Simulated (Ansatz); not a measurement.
**Hypothetical zinc blende VS, response to strain**

The reference is VS in the zinc blende structure (space group F-43m, No. 216; ferromagnetic; a hypothetical phase, not in the database extracts checked; relaxed with 0.1 eV smearing).

```
CELL_PARAMETERS angstrom
      0.00000     2.63638     2.63638
      2.63638     0.00000     2.63638
      2.63638     2.63638     0.00000
ATOMIC_POSITIONS crystal
  S  0.25000 0.25000 0.25000
  V  0.00000 0.00000 0.00000
```

Cartesian axes are those of the cell as printed.

Strains are applied to the cell and any free atomic positions relax; under biaxial strain the out-of-plane vector relaxes too.

Computed with Ansatz (an electronic-structure program), PBEsol, PAW, cutoff 420 eV, scalar-relativistic without spin-orbit coupling.

Notes on the quantities. energy relative to the base: free energy F; pressure: mean of the normal stresses, compression positive.

| variant | energy relative to the base | volume per atom | pressure | space group |
|---|---|---|---|---|
| base | 0 meV/atom | 18.32 Å³ | 0.0 GPa | F-43m (No. 216) |
| biaxial strain +0.71 %, plane normal [111], relaxed out of plane | +0.6 meV/atom | 18.42 Å³ | -0.5 GPa | R3m (No. 160) |
| biaxial strain +3.76 %, plane normal [111], relaxed out of plane | +17 meV/atom | 18.78 Å³ | -2.8 GPa | R3m (No. 160) |
| isotropic strain +1.39 % | +8.6 meV/atom | 19.10 Å³ | -3.4 GPa | F-43m (No. 216) |
| tensor shear ε_yz = +3.12 % | +4.5 meV/atom | 18.31 Å³ | -0.3 GPa | Imm2 (No. 44) |

The magnetic state is the one reached from the starting moments; the real material's order can differ, and small cells can't hold many antiferromagnetic ones. Whether these cells are dynamically stable was not tested.
